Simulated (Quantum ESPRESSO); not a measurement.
## One base run on InSb (F-43m, 2 atoms in the cell) and variants with one or two settings moved

```
InSb
1.0
   -3.31727     0.00000     3.31727
    0.00000     3.31727     3.31727
   -3.31727     3.31727     0.00000
In Sb
1 1
Direct
  0.00000   0.00000   0.00000
  0.25000   0.25000   0.25000
```

Base run A: PBE, SSSP 1.1.2 efficiency (PBE) pseudopotentials (Quantum ESPRESSO), self-consistent single point.

Its settings: ecutwfc = 55 Ry; ecutrho = 440 Ry; occupations = smearing; smearing = fd; degauss = 0.0073499 Ry; potentials = {In: In.pbe-dn-rrkjus_psl.0.2.2.UPF, Sb: sb_pbe_v1.4.uspp.F.UPF}; K_POINTS = automatic 7 7 7 0 0 0; conv_thr = 1e-11 Ry.

The starting cell comes from a database of computed structures (which also holds hypothetical and non-ambient phases and stackings), without a prior relaxation at this level. Its lattice was rescaled by a random factor within 2.5 % of one. The run gives no clean gap (levels at the Fermi energy touch, overlap or are partly filled at this smearing), which alone does not show that the compound is a metal.

ΔF is the free energy per atom less that of run A. 

Runs F, K sample the zone with one or two k-points, far too few for so small a cell.

Runs:
- B: K_POINTS: automatic 7 7 7 0 0 0 → automatic 5 5 5 1 1 1
- C: degauss: 0.0073499 Ry → 0.011025 Ry
- D: ecutrho: 440 Ry → 550 Ry
- E: ecutwfc: 55 Ry → 72 Ry; ecutrho: 440 Ry → 576 Ry
- F: K_POINTS: automatic 7 7 7 0 0 0 → automatic 1 1 1 0 0 0
- G: lattice scaled by 1.015; ecutwfc: 55 Ry → 33 Ry; ecutrho: 440 Ry → 264 Ry
- H: smearing: fd → gauss; degauss: 0.0073499 Ry → 0.0147 Ry
- I: mixing_beta: default → 0.5; mixing_mode: default → plain
- J: conv_thr: 1e-11 Ry → 1e-09 Ry
- K: K_POINTS: automatic 7 7 7 0 0 0 → gamma

| run | ΔF (meV/atom) | pressure (GPa) | k-points |
|---|---|---|---|
| A | 0.00 | 0.02 | 20 |
| B | -3.6 | 0.00 | 19 |
| C | -1.49 | 0.06 | 20 |
| D | -0.01 | 0.03 | 20 |
| E | -5.4 | 0.02 | 20 |
| F | 6266.2 | 47.94 | 1 |
| G | 95.7 | -3.94 | 20 |
| H | 0.38 | 0.01 | 20 |
| I | 0.00 | 0.02 | 20 |
| J | 0.00 | 0.02 | 20 |
| K | 6266.2 | 47.94 | 1 |

Run E against A: The free energy falls by 5.4 meV/atom and the pressure stays at 0.02 GPa.

Run K against A: The free energy rises by 6.27 eV/atom and the pressure goes from 0.02 to 47.94 GPa.

Run G against A: The free energy goes up by 95.7 meV/atom and the pressure goes from 0.02 to -3.94 GPa.
